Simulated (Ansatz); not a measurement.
Amorphous Ta18O18N18, 54 atoms at 8.63 g/cm³, one PBE-relaxed geometry, zone centre. Methods: PBE, scalar-relativistic without spin-orbit coupling (Ansatz, a quantum-chemistry and plane-wave program); r2SCAN, scalar-relativistic without spin-orbit coupling (Ansatz); HSE06, scalar-relativistic without spin-orbit coupling (Ansatz). Plane waves to 420 eV (r2SCAN 500 eV); exact exchange is cut at the cell's faces. The higher rungs were started with moments on some atoms, which died out.

The cell was made by melting and quenching with the CHGNet potential and then relaxed with DFT. O and N atoms were pushed apart under 1.9 Å during the dynamics, to hinder bonds among them. The hot cell started wider than the set density and was brought back towards it in steps. It is the lowest in DFT energy of 2 quenches. It is a model cell: composition and starting density were chosen by hand, and all elements were melted together. No dispersion term was used. A short ab initio anneal came between quench and relaxation. Its density started from a set value of 8.67 and ended at 8.63 g/cm³. The quench (nominally 290 K/ps over its main leg) was far faster than any real one, so the model tends to hold more defects than a real film. A cell of this size samples the disorder only roughly. The volume was free in the relaxation, at fixed shape. Stress components on the final sampling reach 2.0 GPa. On a 2×2×2 Γ-centred mesh force components of up to 0.29 eV/Å stay, since the relaxation ran on the zone centre alone.

The relaxation ran on the zone centre alone. At PBE the gap is 1.82 eV on a 2×2×2 Γ-centred mesh, and the spacing at the zone centre alone 2.05 eV.

Problem. What zone-centre spacing does r2SCAN give, roughly?

Solution. 2.33 eV (+0.28 eV against PBE).

Problem. What zone-centre spacing does HSE06 give, roughly?

Solution. 3.06 eV (+1.01 eV against PBE).

The highest filled and the lowest empty state spread over these numbers of atoms (participation numbers): PBE: 8.5 and 28.6; r2SCAN: 11.0 and 27.5; HSE06: 7.6 and 26.4.
